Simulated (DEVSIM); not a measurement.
## abrupt GaAs p-n junction

System: abrupt GaAs p-n junction, at 300 K.

| layer (left to right) | material | thickness (μm) | Nd (cm⁻³) | Na (cm⁻³) | τn (s) | τp (s) |
|---|---|---|---|---|---|---|
| 1 | GaAs | 18.0 | - | 3.1e17 | 1.7e-8 | 1.7e-8 |
| 2 | GaAs | 45.0 | 1.2e14 | - | 1.7e-8 | 1.7e-8 |

Left contact: ohmic. Right contact: ohmic. Voltage is applied to the left contact. Recombination: SRH at mid-gap, radiative, Auger. Mobility is constant in doping.

Constants are typed, rounded textbook-type inputs, not results; the design itself was drawn at random and stands for no fabricated device. Values at 300 K.

| parameter | GaAs |
|---|---|
| gap (eV) | 1.424 |
| affinity (eV) | 4.07 |
| permittivity | 12.9 |
| Nc (cm⁻³) | 4.7e17 |
| Nv (cm⁻³) | 9e18 |
| μn (cm²/Vs) | 8500 |
| μp (cm²/Vs) | 400 |
| B (cm³/s) | 2e-10 |
| Cn (cm⁶/s) | 1e-30 |
| Cp (cm⁶/s) | 1e-30 |

DEVSIM, 1D drift-diffusion, Boltzmann statistics, complete ionisation; no tunnelling, impact ionisation, image-force lowering or self-heating.

| Property | Value |
|---|---|
| Potential step across the device at zero bias | 1.123 V |
| Largest field in the device at zero bias | 29000 V/cm |
| Dark forward voltage at 1 A/cm² | 0.989 V |
| Dark forward voltage at 100 A/cm² | 1.624 V |

Dark forward current:

(V (V), J (A/cm²)): (0.05, 4.3e-10); (0.15, 4.4e-9); (0.25, 3.4e-8); (0.35, 2.6e-7); (0.45, 2.0e-6); (0.55, 1.6e-5); (0.65, 0.00015); (0.75, 0.0019); (0.85, 0.039); (0.95, 0.51); (1.00, 1.2); (1.10, 4.1); (1.20, 9.7); (1.30, 20); (1.40, 36); (1.50, 60); (1.60, 92); (1.70, 130); (1.80, 170); (1.90, 220)

Small-signal capacitance in reverse bias (quasi-static):

```json
[
 {"V (V)": "-0.2", "C (nF/cm²)": "3.06"},
 {"V (V)": "-0.5", "C (nF/cm²)": "2.72"},
 {"V (V)": "-1", "C (nF/cm²)": "2.35"},
 {"V (V)": "-1.5", "C (nF/cm²)": "2.10"},
 {"V (V)": "-2", "C (nF/cm²)": "1.91"},
 {"V (V)": "-3", "C (nF/cm²)": "1.66"},
 {"V (V)": "-4", "C (nF/cm²)": "1.48"},
 {"V (V)": "-5", "C (nF/cm²)": "1.35"},
 {"V (V)": "-6.5", "C (nF/cm²)": "1.21"},
 {"V (V)": "-8", "C (nF/cm²)": "1.10"},
 {"V (V)": "-10", "C (nF/cm²)": "0.998"}
]
```
